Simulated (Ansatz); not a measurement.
A self-consistent single point of Sn (Immm, 1 atom in the cell) with Ansatz (a first-principles code).

Computed with PBEsol, default PAW files made with PBE (plane waves; Ansatz).

```xyz
1
Lattice="-1.6963 1.9605 2.1142 1.6963 -1.9605 2.1142 1.6963 1.9605 -2.1142" Properties=species:S:1:pos:R:3 pbc="T T T"
Sn     0.0000     0.0000     0.0000
```

Reference input (self-consistent single point, DFT, PBEsol, plane waves, default PAW files made with PBE): basis.ecutwfc = 420 eV; kpoints.mp_grid.grid = 13 13 13; hamiltonian.xc = pbesol; hamiltonian.pseudopotentials = {kind: paw} (the program's default PAW files); scf.occupations.method = fermi_dirac; scf.occupations.width = 0.1 eV. This run's input differs from it in these lines:

Ansatz 0.2 input:
```diff
@@ -9,3 +9,3 @@
 basis:
-  ecutwfc: 420.0
+  ecutwfc: 210.0
 kpoints:
```

Output (repeated stretches shortened):

```
SCF iter   1: F=—  HF=-5946.709314 eV  |F-HF|=—  |Δ(HF+E_count)|=         —  Δρ=4.03e-2  dr2=2.04e-1  ethr=1.77e-3  ⟨swp⟩=3.9  Hψ=19614  notcnv=0
all-band conjugate gradients solve this SCF's bands
preconditioner: auto → none
SCF iter   2: F=—  HF=-5946.549079 eV  |F-HF|=—  |Δ(HF+E_count)|=   1.60e-1  Δρ=1.62e-2  dr2=2.67e-2  ethr=1.45e-3  ⟨swp⟩=2.1  Hψ=10204  notcnv=0  defer=31
SCF iter   3: F=—  HF=-5946.533564 eV  |F-HF|=—  |Δ(HF+E_count)|=   1.55e-2  Δρ=1.97e-3  dr2=2.99e-4  ethr=1.91e-4  ⟨swp⟩=2.0  Hψ=7447  notcnv=0  defer=31
SCF iter   4: F=—  HF=-5946.533907 eV  |F-HF|=—  |Δ(HF+E_count)|=   3.43e-4  Δρ=1.96e-4  dr2=5.97e-6  ethr=2.14e-6  ⟨swp⟩=3.0  Hψ=6278  notcnv=0  defer=31
SCF iter   5: F=—  HF=-5946.533908 eV  |F-HF|=—  |Δ(HF+E_count)|=   1.62e-6  Δρ=1.39e-5  dr2=6.29e-8  ethr=4.27e-8  ⟨swp⟩=2.0  Hψ=5959  notcnv=0  defer=31
SCF iter   6: F=-5946.533908 eV  HF=-5946.533908 eV  |F-HF|=4.94e-10  |Δ(HF+E_count)|=   6.49e-8  Δρ=1.28e-6  dr2=4.55e-10  ethr=4.49e-10  ⟨swp⟩=2.5  Hψ=12981  notcnv=0
SCF 1 converged in 6 iterations: F = -5946.533908 eV  dr2 = 4.55e-10
Free energy (F): -5946.533908 eV
Internal energy: -5946.515098 eV  (E = F + TS)
E sigma→0 (E₀):  -5946.524503 eV
Entropy (-TS):   -0.018811 eV (-18.811 meV/atom)
Fermi energy:    10.301358 eV
--- Forces (eV/Å), atoms counted from 1 ---
  atom   1  Sn     0.00000000    -0.00000000    -0.00000000
--- Stress (GPa, compression-positive) ---
       -2.173099      -0.000000       0.000000
       -0.000000      -1.273004       0.000000
        0.000000       0.000000      -3.016435
  P = ⅓ Tr σ = -2.1542 GPa (-21.542 kbar)
  The stress holds the Pulay correction. Without it, at fixed plane waves, as pw.x and ABINIT print it: P = -115.9546 GPa
```

The run converged in 6 iterations. Against the reference run the free energy goes up by 3.21 eV/atom and the pressure goes from -2.97 to -2.15 GPa.

The starting cell comes from a database of computed structures (which also holds hypothetical and non-ambient phases and stackings), without a prior relaxation at this level. Its lattice was rescaled by up to half a per cent. Ansatz's pressure includes its estimate of the finite-basis (Pulay) stress. Without the estimate this run gives -115.95 GPa. The cutoff lies below the one recommended for these files.
